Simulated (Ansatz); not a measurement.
Y3Si (model structure, started from the A15 type, Pm-3n, No. 223, 8 atoms in the cell)

Calculation: PBE (PAW; Ansatz, an electronic-structure program).

Numerical settings: plane-wave cutoff 500 eV, 6×6×6 k mesh, Fermi–Dirac smearing 0.05 eV, scalar-relativistic PAW data made under PBE.

Cell (relaxed at this level):

Space group Pm-3n (No. 223); a = b = c = 5.9211 Å, α = β = γ = 90.00°

```
atom  site  symmetry       x       y       z
----  ----  --------  ------  ------  ------
Y       6c     -4m.2  0.0000  0.5000  0.2500
Si      2a      m-3.  0.0000  0.0000  0.0000
```

| Item | Result |
|---|---|
| band gap | zero (no gap) |

Note: the relaxation could raise the start's symmetry but not lower it, so the cell can be a saddle point.

Spin–orbit coupling is not included.

Computed values are for the static lattice.

It cost very roughly 50 core-seconds of CPU time.

A model structure was made by putting elements into a prototype or built by hand; it is no filed structure, need not be a known phase, and can be a saddle point held by its symmetry.
